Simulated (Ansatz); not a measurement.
A self-consistent single point of LaTl3 (P4mm, 4 atoms in the cell) with Ansatz (a first-principles code).

Computed with PBEsol, default PAW files made with PBE (plane waves; Ansatz).

The change in words: lattice scaled by 0.98. Reference geometry:
```
CELL_PARAMETERS angstrom
      4.83763     0.00000     0.00000
      0.00000     4.83763     0.00000
      0.00000     0.00000     4.83763
ATOMIC_POSITIONS crystal
  La 0.00000 0.00000 0.01034
  Tl 0.00000 0.50000 0.50000
  Tl 0.50000 0.00000 0.50000
  Tl 0.50000 0.50000 0.00000
```

Reference input (self-consistent single point, DFT, PBEsol, plane waves, default PAW files made with PBE): basis.ecutwfc = 420 eV; kpoints.mp_grid.grid = 5 5 5; hamiltonian.xc = pbesol; hamiltonian.pseudopotentials = {kind: paw} (the program's default PAW files); scf.occupations.method = fermi_dirac; scf.occupations.width = 0.1 eV. This run's input differs from it in these lines:

```diff
@@ -3,5 +3,5 @@
   lattice:
-    - [4.837630, 0.000000, 0.000000]
-    - [0.000000, 4.837630, 0.000000]
-    - [0.000000, 0.000000, 4.837630]
+    - [4.740877, 0.000000, 0.000000]
+    - [0.000000, 4.740877, 0.000000]
+    - [0.000000, 0.000000, 4.740877]
   atoms:
```

Output, abridged:

```
SCF iter   1: F=—  HF=-40049.977867 eV  |F-HF|=—  |Δ(HF+E_count)|=         —  Δρ=2.87e-3  dr2=1.07e-2  ethr=1.77e-3  ⟨swp⟩=4.7  Hψ=2197  notcnv=0
all-band conjugate gradients solve this SCF's bands
preconditioner: auto → Kerker (q_TF=auto, 2.405 Å⁻¹)
SCF iter   2: F=—  HF=-40049.974876 eV  |F-HF|=—  |Δ(HF+E_count)|=   2.99e-3  Δρ=1.37e-3  dr2=2.91e-3  ethr=2.15e-5  ⟨swp⟩=2.8  Hψ=1094  notcnv=0
SCF iter   3: F=—  HF=-40049.974049 eV  |F-HF|=—  |Δ(HF+E_count)|=   8.27e-4  Δρ=3.46e-4  dr2=2.79e-4  ethr=5.82e-6  ⟨swp⟩=2.0  Hψ=906  notcnv=0
SCF iter   4: F=—  HF=-40049.973967 eV  |F-HF|=—  |Δ(HF+E_count)|=   8.15e-5  Δρ=7.09e-5  dr2=6.83e-6  ethr=5.57e-7  ⟨swp⟩=2.0  Hψ=670  notcnv=0
SCF iter   5: F=—  HF=-40049.974016 eV  |F-HF|=—  |Δ(HF+E_count)|=   4.88e-5  Δρ=1.84e-5  dr2=3.54e-7  ethr=1.37e-8  ⟨swp⟩=2.1  Hψ=980  notcnv=0
SCF iter   6: F=-40049.974016 eV  HF=-40049.974016 eV  |F-HF|=3.86e-9  |Δ(HF+E_count)|=   4.19e-8  Δρ=3.29e-6  dr2=1.47e-8  ethr=2.00e-10  ⟨swp⟩=6.1  Hψ=2378  notcnv=0
SCF 1 converged in 6 iterations: F = -40049.974016 eV  dr2 = 1.47e-8
Free energy (F): -40049.974016 eV
Internal energy: -40049.889805 eV  (E = F + TS)
E sigma→0 (E₀):  -40049.931911 eV
Entropy (-TS):   -0.084211 eV (-21.053 meV/atom)
Fermi energy:    12.248102 eV
--- Forces (eV/Å), atoms counted from 1 ---
  atom   1  La    -0.00000000     0.00000000    -0.26494535
  atom   2  Tl    -0.00000000     0.00000000     0.13965166
  atom   3  Tl    -0.00000000     0.00000000     0.13965166
  atom   4  Tl     0.00000000     0.00000000    -0.01435839
--- Stress (GPa, compression-positive) ---
        2.176808       0.000000      -0.000000
        0.000000       2.176808       0.000000
       -0.000000       0.000000       2.179616
  P = ⅓ Tr σ = 2.1777 GPa (21.777 kbar)
  The stress holds the Pulay correction. Without it, at fixed plane waves, as pw.x and ABINIT print it: P = 2.1407 GPa
```

The run converged in 6 iterations. Against the reference run the free energy goes up by 3.9 meV/atom, the pressure goes from -1.22 to 2.18 GPa and the largest force goes from 0.214 to 0.265 eV/Å.

The starting cell comes from a database of computed structures (which also holds hypothetical and non-ambient phases and stackings), without a prior relaxation at this level. Its lattice was rescaled by up to half a per cent. One atom was moved a little off its site on purpose. For this run, on top of that: lattice scaled by 0.98. Ansatz's pressure includes its estimate of the finite-basis (Pulay) stress.

Keys are those of Ansatz 0.2.
